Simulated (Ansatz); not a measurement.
Results of PBE-D3(BJ) in Ansatz (PAW) for LiF (model structure, P6₃/mmc, No. 194, 4 atoms in the cell).

Numerical settings: plane-wave cutoff 520 eV, 12×12×8 k mesh (along the axes of the cell as run), Fermi–Dirac smearing 0.01 eV, scalar-relativistic PAW data made under PBE.

Computed at the level's own relaxed cell.

```xyz
4
Lattice="3.2802 0.0000 0.0000 -1.6401 2.8407 0.0000 0.0000 0.0000 4.0321" Properties=species:S:1:pos:R:3 pbc="T T T"
Li     0.0000     1.8938     3.0241
F      1.6401     0.9469     3.0241
F      0.0000     1.8938     1.0080
Li     1.6401     0.9469     1.0080
```

**Question.** List the 10 lowest band energies at Γ above −25 eV (eV, relative to the valence band maximum), grouping those that round alike.

**Answer.** At Γ: -19.89, -19.25, -2.87, -1.25 (×2), -0.49 (×2), 0.00, 7.78, 14.63.

Note: the relaxation could raise the start's symmetry but not lower it, so the cell can be a saddle point.

A model structure was made by putting elements into a prototype or built by hand; it is no filed structure, need not be a known phase, and can be a saddle point held by its symmetry.

Ansatz is a program for electronic structure.
